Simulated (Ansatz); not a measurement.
The reference is ZnS (space group R3m, No. 160).

```xyz
8
Lattice="1.8925 1.0926 12.3921 -1.8925 1.0926 12.3921 0.0000 -2.1853 12.3921" Properties=species:S:1:pos:R:3 pbc="T T T"
Zn     0.0000     0.0000    15.4899
Zn     0.0000     0.0000     0.0051
Zn     0.0000     0.0000    21.6911
Zn     0.0000     0.0000    30.9798
S      0.0000     0.0000    24.0138
S      0.0000     0.0000    33.3032
S      0.0000     0.0000    17.8091
S      0.0000     0.0000     2.3237
```

Computed with PBEsol (Ansatz, a first-principles code), no spin-orbit coupling.

Before the change:

| Property | Result |
|---|---|
| Electron mass | 0.16 mₑ along c, 0.17 mₑ across (at Γ) |
| c/a ratio | 9.822 |
| Density | 4.21 g/cm³ |
| Valence-band top at Γ | 0.00, 0.00, -0.04 eV |

The change: cell and atoms relaxed at a pressure of 1.5 GPa.

### Question
What does the calculation give for the electron mass after the change?

### Answer
The electron mass changes from 0.16 mₑ along c, 0.17 mₑ across (at Γ) to 0.16 mₑ along c, 0.18 mₑ across (at Γ).

### Question
How does this affect the c/a ratio?

### Answer
The c/a ratio increases by 0.004 to 9.826.

### Question
What does the calculation give for the density after the change?

### Answer
The density increases by 0.08 g/cm³ to 4.29 g/cm³.

### Question
How does this affect the valence-band top at Γ?

### Answer
The valence-band top at Γ (three highest levels, from the VBM) becomes 0.00, 0.00, -0.05 eV (base: 0.00, 0.00, -0.04 eV).

The levels and masses belong to the bands next to the band gap. Load acts through the strain it causes; cell and atoms are relaxed under it. Masses are band curvatures over ±0.01 Å⁻¹ around the edge. Stability against distortions was not tested. This is not the structure that ZnS has at room temperature and ambient pressure.
